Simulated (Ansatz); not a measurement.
The structure below was relaxed with PBE in Ansatz (plane waves to 420 eV, PAW, scalar-relativistic without spin-orbit coupling).

Space group Im-3m (No. 229); a = b = c = 5.283 Å, α = β = γ = 90.00°

```
atom  site  symmetry       x       y       z
----  ----  --------  ------  ------  ------
K       2a      m-3m  0.0000  0.0000  0.0000
```

Task: Write out a cell with all atoms.

Result: 
```cif
data_K2
_chemical_formula_sum 'K2'
_space_group_name_H-M_alt 'P 1'
_space_group_IT_number 1
_cell_length_a 5.28337
_cell_length_b 5.28337
_cell_length_c 5.28337
_cell_angle_alpha 90.000
_cell_angle_beta 90.000
_cell_angle_gamma 90.000
loop_
_space_group_symop_operation_xyz
  'x, y, z'
loop_
_atom_site_label
_atom_site_type_symbol
_atom_site_fract_x
_atom_site_fract_y
_atom_site_fract_z
_atom_site_occupancy
K1 K 0.00000 0.00000 0.00000 1
K2 K 0.50000 0.50000 0.50000 1
```
This is the conventional cell.

Whether these cells are dynamically stable was not tested. The cell was made from Na by this change: Na → K.

Ansatz is an electronic-structure program.
